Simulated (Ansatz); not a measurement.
Start from SiC in the wurtzite structure (space group P6_3mc, No. 186).

```
CELL_PARAMETERS angstrom
      3.05640     0.00000     0.00000
     -1.52820     2.64692     0.00000
      0.00000     0.00000     5.01582
ATOMIC_POSITIONS crystal
  Si 0.33333 0.66667 0.99959
  Si 0.66667 0.33333 0.49959
  C  0.33333 0.66667 0.37541
  C  0.66667 0.33333 0.87541
```

Cartesian axes are those of the cell as printed.

Computed with LDA (Ansatz, a first-principles code, PAW, no SOC).

Before the change:

| Item | Result |
|---|---|
| Valence-band top at Γ | 0.00, 0.00, -0.11 eV |
| Band gap | 2.13 eV |

It is then changed as follows: tensor shear ε_xz = +1.00 % (engineering shear γ = 0.0200), atoms relaxed at fixed cell.

Question: Estimate the effect on the valence-band top at Γ, band gap and energy relative to the base.

Answer: The valence-band top at Γ (three highest levels, from the VBM) goes from 0.00, 0.00, -0.11 eV to 0.00, -0.04, -0.20 eV; the band gap falls by 0.04 eV to 2.09 eV; the energy grows by 2.0 meV/atom.

The cells carry an imposed strain or load. Stability against distortions was not tested.
